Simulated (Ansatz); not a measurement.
# Functionals side by side, with their cost (level): Cs2GeSe3 (C2/m, 12 atoms in the cell)

Cell: a = 8.0141 Å, b = 8.0141 Å, c = 10.3164 Å, α = 120.24°, β = 120.24°, γ = 54.94°.

Program: Ansatz (a quantum-chemistry and plane-wave program), default PAW files made with PBE; each row names its functional.

Base settings: basis.ecutwfc = 420 eV; kpoints.mp_grid.grid = 2 2 1; kpoints.mp_grid.shift = 0.5 0.5 0.5; hamiltonian.xc = hse06; hamiltonian.pseudopotentials = {kind: paw} (the program's default PAW files); scf.occupations.method = gaussian; scf.occupations.width = 0.02 eV.

Differences are taken from HSE06, a reference of convenience: it is no measurement, and no ranking of the functionals follows.

Core times come from one kind of shared machine and are given to one figure; runs under 30 s give none.

The starting cell comes from a database of computed structures (which also holds hypothetical and non-ambient phases and stackings), without a prior relaxation at this level. Its lattice was rescaled by a random factor within 2.5 % of one. Ansatz's pressure includes its estimate of the finite-basis (Pulay) stress. Another mesh or the band path of this cell gives a smaller gap, so this value is not converged in the mesh.

```
level   gap on the mesh less reference (eV)  pressure less reference (GPa)  largest difference in the force on any atom (eV/Å)  core time / reference (rough)
------  -----------------------------------  -----------------------------  --------------------------------------------------  -----------------------------
PBEsol                               -1.018                          -0.71                                               0.194                              –
PBE0                                  0.725                          -0.07                                               0.015                            0.9
HSE06                                 0.000                           0.00                                               0.000                              1
```

PBEsol ran in under 30 s, against roughly 300 s for HSE06.

Keys are those of Ansatz 0.2.
